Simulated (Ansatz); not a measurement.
A working Ansatz (an electronic-structure program) input for Cs2InAuBr6 (Fm-3m, 10 atoms in the cell) (DFT, PBEsol, plane waves, default PAW files made with PBE):

Ansatz 0.2 input:
```yaml
# Cs2InAuBr6
crystal:
  lattice:
    - [0.000000, 5.653905, 5.653905]
    - [5.653905, 0.000000, 5.653905]
    - [5.653905, 5.653905, 0.000000]
  atoms:
    - { symbol: Cs, position_ang: [8.480857, 8.480857, 8.480857] }
    - { symbol: Cs, position_ang: [2.826952, 2.826952, 2.826952] }
    - { symbol: In, position_ang: [0.000000, 0.000000, 0.000000] }
    - { symbol: Au, position_ang: [5.653905, 5.653905, 5.653905] }
    - { symbol: Br, position_ang: [2.798570, 5.653905, 5.653905] }
    - { symbol: Br, position_ang: [8.509240, 5.653905, 5.653905] }
    - { symbol: Br, position_ang: [5.653905, 2.798570, 5.653905] }
    - { symbol: Br, position_ang: [5.653905, 8.509240, 5.653905] }
    - { symbol: Br, position_ang: [5.653905, 5.653905, 2.798570] }
    - { symbol: Br, position_ang: [5.653905, 5.653905, 8.509240] }
kpoints:
  mp_grid:
    grid: [5, 5, 5]
hamiltonian:
  xc: pbesol
  pseudopotentials:
    kind: paw
scf:
  occupations:
    method: methfessel_paxton
    width: 0.1
output:
  forces: true
  eigenvalues: true
  stress: true
```

The run converged in 7 iterations: free energy E − TS (on the zero of these files) -46133.2009 eV; Fermi level (on the code's own zero) 3.57 eV; pressure -2.55 GPa; largest force (vector length) 0.043 eV/Å. Each of these slips is then made, one at a time:

(1)
```diff
+  max_iter: 40
+  convergence:
+    dr2_threshold: 1.0e-22 eV
```

(2)
```diff
-  xc: pbesol
+  xc: PBE96
```

**Question.** Predict the outcome of each change.

**Answer.** 
(1) A threshold far tighter than needed, beside a limit on iterations. The run converged in 21 iterations, and against the sound input the free energy hardly moves (within 1 meV/atom), the pressure stays at -2.55 GPa and the largest force stays at 0.043 eV/Å. It cost iterations: the sound input took 7.

(2) A value that the program does not know. The program stopped before any SCF iteration.
```
Error: YAML parse error: error: line 22 column 7: hamiltonian.xc: unknown variant `PBE96`, expected one of `lda`, `lda-pw`, `pw92`, `pbe`, `pbesol`, `rpbe`, `revpbe`, `blyp`, `pbe0`, `revpbe0`, `b3lyp`, `b3lyp5`, `hse06`, `wpbeh`, `hiss`, `lc_wpbe`, `cam_b3lyp`, `hf`, `r2scan`, `r2scanh`, `r2scan0`, `r2scan50`, `mr2scan`
  --> <input>:22:7
   |
20  [...]
```

The starting cell comes from a database of computed structures (which also holds hypothetical and non-ambient phases and stackings), without a prior relaxation at this level. Its lattice was rescaled by a random factor within 2.5 % of one. Ansatz's pressure includes its estimate of the finite-basis (Pulay) stress. The run gives no clean gap (levels at the Fermi energy touch, overlap or are partly filled at this smearing), which alone does not show that the compound is a metal.

Left out of this page: 3 runs of the series stopped by limits of time or memory; 2 runs of the series outside the window shown, repeating another row's setting, or not comparable.
